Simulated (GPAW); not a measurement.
## Input and output of a self-consistent single point for ScCu3 (I4/mmm, 4 atoms in the cell) (GPAW)

Method of the run: PBEsol, GPAW PAW datasets PBEsol (made by gpaw-setup) (plane waves; GPAW 25.7.0).

The input file:

```python
from ase import Atoms
from ase.units import GPa
from gpaw import GPAW, PW, FermiDirac

atoms = Atoms(['Sc', 'Cu', 'Cu', 'Cu'],
              cell=[[-1.904393, 1.904393, 3.619187],
                    [1.904393, -1.904393, 3.619187],
                    [1.904393, 1.904393, -3.619187]],
              positions=[[0.000000, 0.000000, 0.000000],
                         [-0.000000, 1.904393, 1.809594],
                         [1.904393, 0.000000, 1.809594],
                         [0.000000, 0.000000, 3.619187]],
              pbc=True)

calc = GPAW(mode=PW(850),
            xc='PBEsol',
            kpts={'size': (10, 10, 10), 'gamma': True},
            occupations=FermiDirac(0.136),
            nbands=-10,
            convergence={'density': 1e-05, 'energy': 1e-05},
            symmetry={'symmorphic': False, 'tolerance': 0.0005},
            maxiter=150,
            txt='-')

atoms.calc = calc

energy = atoms.get_potential_energy()
print('Energy (eV):', round(energy, 6))
forces = atoms.get_forces()
print('Forces (eV/Ang):')
print(forces.round(5))
stress = atoms.get_stress()
print('Stress (GPa, Voigt):', (stress / GPa).round(4))
```

Log, with long lists cut:

```
Input parameters:
  convergence: {density: 1e-05,
                energy: 1e-05}
  kpts: {gamma: True,
         size: (10, 10, 10)}
  maxiter: 150
  mode: {ecut: 850.0,
         name: pw}
  nbands: -10
  occupations: {fixmagmom: False,
                name: fermi-dirac,
                width: 0.136}
  symmetry: {symmorphic: False,
             tolerance: 0.0005}
  xc: PBEsol

species:
  Sc:
    name: Scandium
    Z: 21.0
    valence: 11
    core: 10
    charge: 0.0
    file: Sc.PBEsol.gz

    # Using partial waves for Sc as LCAO basis

  Cu:
    name: Copper
    Z: 29.0
    valence: 11
    core: 18
    charge: 0.0
    file: Cu.PBEsol.gz

    # Using partial waves for Cu as LCAO basis

Reference energy: -155717.537097  # eV

Spin-paired calculation

Convergence criteria:
 Maximum [total energy] change in last 3 cyles: 1e-05 eV / valence electron
 Maximum integral of absolute [dens]ity change: 1e-05 electrons / valence electron
 Maximum integral of absolute [eigenst]ate change: 4e-08 eV^2 / valence electron
 Maximum number of scf [iter]ations: 150

Symmetries present (total): 16
Symmetries with fractional translations: 0
1000 k-points: 10 x 10 x 10 Monkhorst-Pack grid + [1/20,1/20,1/20]
102 k-points in the irreducible part of the Brillouin zone
       k-points in crystal coordinates                weights
   0:     0.00000000    0.00000000    0.00000000          1/1000
   1:     0.10000000   -0.10000000    0.00000000          4/1000
   2:     0.10000000   -0.10000000    0.10000000          4/1000
   [... 7 lines left out ...]
          ...
 101:     0.50000000    0.50000000    0.50000000          1/1000

Wave functions: Plane wave expansion
  Cutoff energy: 850.000 eV
  Number of coefficients (min, max): 2918, 2988
  Pulay-stress correction: 0.000000 eV/Ang^3 (de/decut=0.000000)

Occupation numbers: Fermi-Dirac:
  width: 0.1360  # eV

Eigensolver

Densities:
  Coarse grid: 32*32*32 grid
  Fine grid: 64*64*64 grid
  Total Charge: 0.000000

Density mixing:
  Method: separate
  Backend: pulay
  Linear mixing parameter: 0.05
  old densities: 5
  Damping of long wavelength oscillations: 50

Hamiltonian:
  XC and Coulomb potentials evaluated on a 64*64*64 grid
  External potential:
    NoExternalPotential

XC parameters: PBEsol with 2 nearest neighbor stencil

Number of atoms: 4
Number of atomic orbitals: 40
Number of bands in calculation: 32
Number of valence electrons: 44
Bands to converge: occupied

Density initialized from atomic densities
  32 bands from LCAO basis set

Atomic positions and initial magnetic moments

Positions:
   0 Sc     0.000000    0.000000    0.000000    ( 0.0000,  0.0000,  0.0000)
   1 Cu    -0.000000    1.904393    1.809594    ( 0.0000,  0.0000,  0.0000)
   2 Cu     1.904393    0.000000    1.809594    ( 0.0000,  0.0000,  0.0000)
   3 Cu     0.000000    0.000000    3.619187    ( 0.0000,  0.0000,  0.0000)

Unit cell:
           periodic     x           y           z      points  spacing
  1. axis:    yes   -1.904393    1.904393    3.619187    32     0.1053
  2. axis:    yes    1.904393   -1.904393    3.619187    32     0.1053
  3. axis:    yes    1.904393    1.904393   -3.619187    32     0.0842

  Lengths:   4.511312   4.511312   4.511312
  Angles:  130.060811 130.060811  73.309567

Effective grid spacing dv^(1/3) = 0.1170

     iter     time        total  log10-change:
                         energy   eigst   dens
iter:   1 --:--:--   -25.278865
iter:   2 --:--:--   -21.116380   -0.82  -1.07
iter:   3 --:--:--   -18.945290   -0.93  -1.25
iter:   4 --:--:--   -18.800821   -1.19  -1.56
iter:   5 --:--:--   -18.803111   -1.20  -1.81
iter:   6 --:--:--   -18.893281   -1.21  -1.79
iter:   7 --:--:--   -18.653630   -2.24  -1.87
iter:   8 --:--:--   -18.484740   -1.98  -1.97
iter:   9 --:--:--   -18.485327   -3.00  -2.90
iter:  10 --:--:--   -18.486291   -3.66  -2.80
iter:  11 --:--:--   -18.484705   -4.19  -2.90
iter:  12 --:--:--   -18.484448   -4.77  -3.51
iter:  13 --:--:--   -18.484383c  -5.41  -3.58
iter:  14 --:--:--   -18.484355c  -5.58  -3.64
iter:  15 --:--:--   -18.484382c  -6.45  -3.65
iter:  16 --:--:--   -18.484414c  -6.70  -3.68
iter:  17 --:--:--   -18.484320c  -5.91  -3.69
iter:  18 --:--:--   -18.484213c  -5.55  -3.77
iter:  19 --:--:--   -18.484205c  -6.32  -3.89
iter:  20 --:--:--   -18.484229c  -6.45  -4.00
iter:  21 --:--:--   -18.484241c  -6.98  -4.15
iter:  22 --:--:--   -18.484245c  -7.35  -4.21
iter:  23 --:--:--   -18.484243c  -6.96  -4.27
iter:  24 --:--:--   -18.484228c  -7.02  -4.62
iter:  25 --:--:--   -18.484226c  -7.54c -4.64
iter:  26 --:--:--   -18.484226c  -8.54c -4.79
iter:  27 --:--:--   -18.484233c  -7.49c -4.82
iter:  28 --:--:--   -18.484234c  -8.61c -5.32c

Converged after 28 iterations.

Dipole moment: (0.000000, -0.000000, 0.000004) |e|*Ang

Energy contributions relative to reference atoms: (reference = -155717.537097)

Kinetic:        -43.371103
Potential:      +35.637191
External:        +0.000000
XC:             -11.120904
Entropy (-ST):   -0.107814
Local:           +0.424490
SIC:             +0.000000
--------------------------
Free energy:    -18.538141
Extrapolated:   -18.484234

Showing only first 2 kpts
 Kpt  Band  Eigenvalues  Occupancy
  0    20      9.26817    0.00337
  0    21      9.33428    0.00207
  0    22      9.33428    0.00207
  0    23      9.93996    0.00002

  1    20      8.72964    0.16265
  1    21      9.10698    0.01098
  1    22      9.13323    0.00906
  1    23      9.98445    0.00002

Fermi level: 8.39991

No gap
No difference between direct/indirect transitions
Energy (eV): -18.484234

Forces in eV/Ang:
  0 Sc    0.00000    0.00000    0.00000
  1 Cu    0.00000   -0.00000    0.00000
  2 Cu   -0.00000    0.00000    0.00000
  3 Cu    0.00000   -0.00000    0.00000

Stress tensor:
    -0.036710     0.000000     0.000000
     0.000000    -0.036710     0.000000
     0.000000     0.000000    -0.035024
Stress (GPa, Voigt): [-5.8817 -5.8817 -5.6115  0.      0.      0.    ]
```

The run converged in 28 iterations. GPAW prints stress with tension positive.

The starting cell comes from a database of computed structures (which also holds hypothetical and non-ambient phases and stackings), without a prior relaxation at this level. Its lattice was rescaled by a random factor within 2.5 % of one. Spin polarisation is off. With a pressure of about 6 GPa the cell is away from its equilibrium volume at this level.

Cost on one core of a shared machine: roughly 4 min.
